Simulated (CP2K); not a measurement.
CP2K 2026.2, DFT, PBE, Gaussian and plane waves, DZVP-MOLOPT bases, GTH-PBE potentials: diamond-structure Ge (Ge36), 36 atoms. Basis and mesh were picked for this test and aren't claimed converged.

* **cell**: 12.00, 12.00, 8.00 Å; 60, 60, 60°
* **SCF method**: diagonalisation with mixing (no OT or OUTER_SCF section)
* **task**: scf
* **basis**: Ge=DZVP-MOLOPT-SR-GTH-q4
* **GLOBAL/RUN_TYPE**: ENERGY_FORCE
* **GLOBAL/PRINT_LEVEL**: LOW
* **QS/METHOD**: GPW
* **MGRID/CUTOFF**: 280 Ry
* **MGRID/REL_CUTOFF**: 50 Ry
* **SCF/SCF_GUESS**: ATOMIC
* **SCF/EPS_SCF**: 1e-06
* **SCF/MAX_SCF**: 150
* **SCF/DIAGONALIZATION/ALGORITHM**: STANDARD
* **SCF/MIXING/METHOD**: BROYDEN_MIXING
* **SCF/MIXING/ALPHA**: 0.4
* **SCF/MIXING/NBUFFER**: 8
* **SCF/ADDED_MOS**: 17
* **SCF/SMEAR/METHOD**: FERMI_DIRAC
* **SCF/SMEAR/ELECTRONIC_TEMPERATURE**: [K] 300
* **KPOINTS/SCHEME**: MONKHORST-PACK 2 2 2
* **KPOINTS/GAMMA_CENTERED**: T
* **GLOBAL/PREFERRED_DIAG_LIBRARY**: ELPA (default)
* **SCF/MIXING/BETA**: 0.5 (default)
* **MGRID/NGRIDS**: 4 (default)
* **basis functions**: 468

It runs on a single node (AMD EPYC (Zen 5), 96 cores on 1 socket, no SMT, 12 L3 cache groups; 94 cores' worth of CPU time may be used).

Each time is the median wall time of two to five repeats, run one at a time on the otherwise empty machine; start-up is included. Processes are pinned to neighbouring cores unless said otherwise. The build: conda-forge: MPICH, OpenMP, OpenBLAS, FFTW, ScaLAPACK, ELPA, COSMA, DBCSR on BLAS; another build can shift the numbers. Scratch files lie in a memory file system.

All on 24 ranks. The settings tried, from loose to tight:
- QS/EPS_DEFAULT = 1e-08
- QS/EPS_DEFAULT = 1e-10
- QS/EPS_DEFAULT = 1e-12
- QS/EPS_DEFAULT = 1e-14

The tightest serves as the yardstick; it is not itself proven converged.

### Question
How far can this setting be loosened while the result keeps within 1.0 meV/atom in energy, 10 meV/Å in forces (largest component) of the tightest run, and how much time does that save?

### Answer
QS/EPS_DEFAULT = 1e-08, the loosest tried: 3.0 s against 4.4 s.

| setting | wall time | difference in energy | difference in forces (largest component) |
|---|---|---|---|
| QS/EPS_DEFAULT = 1e-08 | 3.0 s | 0.0058 meV/atom | 0.0019 meV/Å |
| QS/EPS_DEFAULT = 1e-10 | 3.4 s | under 0.001 meV/atom | under 0.001 meV/Å |
| QS/EPS_DEFAULT = 1e-12 | 3.9 s | under 0.001 meV/atom | under 0.001 meV/Å |
| QS/EPS_DEFAULT = 1e-14 | 4.4 s | — | — |
